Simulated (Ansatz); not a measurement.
An Ansatz (an electronic-structure program) input (DFT with PBE, PAW potentials and a 420 eV plane-wave cutoff in Ansatz, no spin-orbit coupling):

Ansatz 0.2 input:
```yaml
crystal:
  lattice:
    - [3.059728211, 0, 0]
    - [1.5298641055, 2.6498023594, 0]
    - [0, 0, 5.7301218821]
  atoms:
    - { symbol: Cd, position: [0.6666666667, 0.6666666667, 0.75] }
    - { symbol: Cd, position: [0.3333333333, 0.3333333333, 0.25] }
basis: { ecutwfc: 420, ecutrho_ratio: 4, xc_grid: 2, fft_grid_basis: typed }
kpoints: { mp_grid: { grid: [22, 22, 10] } }
hamiltonian:
  xc: pbe
  dispersion: none
  pseudopotentials: { kind: paw }
scf: { occupations: { method: fermi_dirac, width: 0.1 } }
relax: { f_tol: 0.005, max_steps: 50, cell: { stress_tol: 0.01, fix: [a, b, gamma] } }
output: { forces: true, stress: true }
checkpoint: { write: state.ck, write_every: 1000 }
```

Problem. Which symmetry and how many k-points will the program report, and about how many plane waves at Γ?

Solution. Space group P63/mmc (ITA 194) with 24 operations, k-points 312 of 4840, and 895 plane waves at Γ.

Problem. And the final pressure?

Solution. -0.40 GPa (compression positive).

The cells carry an imposed strain or load. Whether these cells are dynamically stable was not tested. The cell was made from Cd in the hcp (Mg type) structure (space group P6_3/mmc, No. 194) by this change: biaxial strain +1.00 %, plane normal [001], relaxed out of plane.
